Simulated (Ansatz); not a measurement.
**Step by step: formation energy of the neutral V_Si in SiC (4H, P6₃mc)**

We look at the formation energy of the neutral V_Si in SiC (4H, P6₃mc). Reaction: 64 SiC (4H) + V (bcc) → cell A + Si (diamond).

A: a supercell of 128 sites of SiC (4H, P6₃mc) with V on a Si site (4 C at 1.97–1.99 Å); an odd number of electrons; spin state with PBE: net moment 1.0 μB a cell.

Ansatz (a first-principles code) with PAW potentials; structures come from PBE relaxations, nuclei static, no net charge. Ansatz runs with its default PAW set. Other levels take these structures. The lattices are those relaxed with PBE, so at other levels the solids can be strained, which adds to the spread. Larger cells are relaxed from a start prepared with the learned potential CHGNet till forces fall under 0.03 eV/Å, which some starts already meet. A dispersion term (D3(BJ), or D4 for r2SCAN) was computed beside these levels and is taken off wherever the name lacks it. No search over spin orders was made beyond those shown. Mesh and cell size may move defect energies by 0.1 eV or more. The value holds for the reservoirs listed; other chemical potentials shift it. Cell A has symmetry P3m1 within 0.02 Å and got no random move, so less symmetric positions, which may lie lower, weren't tried.

Total energies of the cells in eV, at zero smearing width. They compare only within one column; the weights balance every element.

```json
[
 {"cell": "A: SiC:V_Si", "atoms": "128", "weight": "+1", "PBE": "-59052.59608", "RPBE": "-59330.39556"},
 {"cell": "Si (diamond)", "atoms": "2", "weight": "+1/2", "PBE": "-1271.61962", "RPBE": "-1277.80405"},
 {"cell": "SiC (4H)", "atoms": "128", "weight": "−1", "PBE": "-56778.29999", "RPBE": "-57054.71524"},
 {"cell": "V (bcc)", "atoms": "1", "weight": "−1", "PBE": "-2912.41139", "RPBE": "-2916.82096"}
]
```

PBE: (-59052.59608) + 1/2 × (-1271.61962) − (-56778.29999) − (-2912.41139) = 2.305 eV.

RPBE: (-59330.39556) + 1/2 × (-1277.80405) − (-57054.71524) − (-2916.82096) = 2.239 eV.

What follows from the PBE value: With the reservoirs of the reaction as written, and without entropy terms or charged states, the share of sites that hold the defect in equilibrium is exp(−2.31 eV/k_BT) = 2.3×10^-12 at 1000 K.
